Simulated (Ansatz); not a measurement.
Faces of fcc Ir in 1x1 cells, as slabs relaxed from ideal cuts; for each face the lowest of the symmetric, stoichiometric cuts and spin starts that were computed. The slabs keep the symmetry of their cuts; real faces may buckle, or reconstruct in larger cells. No spin-orbit coupling, no Hubbard U.

The numbers are results of PBE (plane waves to 420 eV, PAW; Ansatz, an electronic-structure program), not measurements.

```
face   cell area (Å²)  outermost plane spacing of the ideal cut (Å)  γ unrelaxed (J/m²)  γ relaxed (J/m²)  work function, top face (eV)
-----  --------------  --------------------------------------------  ------------------  ----------------  ----------------------------
(100)            7.49                                          1.94                2.97              2.84                             …
(110)           10.60                                          1.37                3.07                 …                          4.86
(111)            6.49                                          2.23                2.32              2.29                             …
(210)           16.75                                          0.87                3.25              3.06                          5.00
(211)           18.35                                          0.79                2.88              2.74                          5.27
(221)           22.48                                          0.65                2.77              2.62                          5.19
(310)           23.69                                          0.61                3.23              3.04                          5.16
(311)           12.42                                          1.17                3.08              2.88                          5.30
(320)           27.01                                          0.54                3.20              2.98                          4.92
(321)           28.03                                          0.52                3.04              2.87                          5.07
```

Some entries are withheld; supply them.


- (100), work function, top face (eV): 5.55
- (110), γ relaxed (J/m²): 2.86
- (111), work function, top face (eV): 5.49
